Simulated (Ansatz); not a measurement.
**A computed series for BAs: response to strain**

Consider BAs in the zinc blende structure (space group F-43m, No. 216; a = 4.7679 Å).

Strains are applied to the cell and any free atomic positions relax.

Calculations: PBEsol (Ansatz, a program for electronic structure), spin-orbit coupling left out.

Candidates:
(a) isotropic strain −1.50 %
(b) isotropic strain +1.00 %
(c) isotropic strain −3.00 %
(d) isotropic strain +3.00 %
(e) isotropic strain −0.50 %

Notes on the quantities. energy relative to the base: free energy F.

Q: Order them by energy relative to the base, highest first.

A: (c) isotropic strain −3.00 % (+53 meV/atom), (d) isotropic strain +3.00 % (+44 meV/atom), (a) isotropic strain −1.50 % (+13 meV/atom), (b) isotropic strain +1.00 % (+5.2 meV/atom), (e) isotropic strain −0.50 % (+1.4 meV/atom)

No phonon test of stability was made.
